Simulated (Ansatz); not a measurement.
# TiAl, response to strain

Take TiAl (space group P4/mmm, No. 123; relaxed with 0.1 eV smearing) as the base.

```yaml
crystal:
  lattice:
    - [2.79606, 0.00000, 0.00000]
    - [0.00000, 2.79606, 0.00000]
    - [0.00000, 0.00000, 4.03776]
  atoms:
    - { symbol: Al, position: [0.50000, 0.50000, 0.50000] }
    - { symbol: Ti, position: [0.00000, 0.00000, 0.00000] }
```

Cartesian axes are those of the cell as printed.

Strains are applied to the cell and any free atomic positions relax; under biaxial strain the out-of-plane vector relaxes too.

Levels (all Ansatz, a first-principles code, PAW, earlier PAW set): PBEsol (420 eV, no spin-orbit coupling); r2SCAN (500 eV, no spin-orbit coupling); PBEsol+SOC (420 eV, noncollinear with spin-orbit coupling).

Pressures by level, all at the geometries relaxed with PBEsol:

| case | PBEsol | r2SCAN | PBEsol+SOC |
|---|---|---|---|
| base | 0.0 GPa | 2.2 GPa | 0.0 GPa |
| biaxial strain −1.17 %, plane normal [001], relaxed out of plane | 1.4 GPa | 3.8 GPa | 1.4 GPa |
| biaxial strain +3.15 %, plane normal [001], relaxed out of plane | -2.9 GPa | -0.9 GPa | -2.9 GPa |
| isotropic strain −4.85 % | 23.8 GPa | 27.6 GPa | 23.8 GPa |
| uniaxial strain ε_yy = +3.81 % | -4.1 GPa | -2.2 GPa | -4.1 GPa |
| strain tensor (xx, yy, zz, yz, xz, xy) = (−1.11, +1.04, +0.70, −0.33, +0.68, −0.01) % | -0.7 GPa | 1.5 GPa | -0.7 GPa |

Single points use the geometry relaxed with PBEsol. Their cutoffs differ, which shifts pressures a little. Differences between runs with and without spin-orbit coupling are approximate. No phonon test of stability was made. The runs without spin-orbit coupling are not spin-polarised.
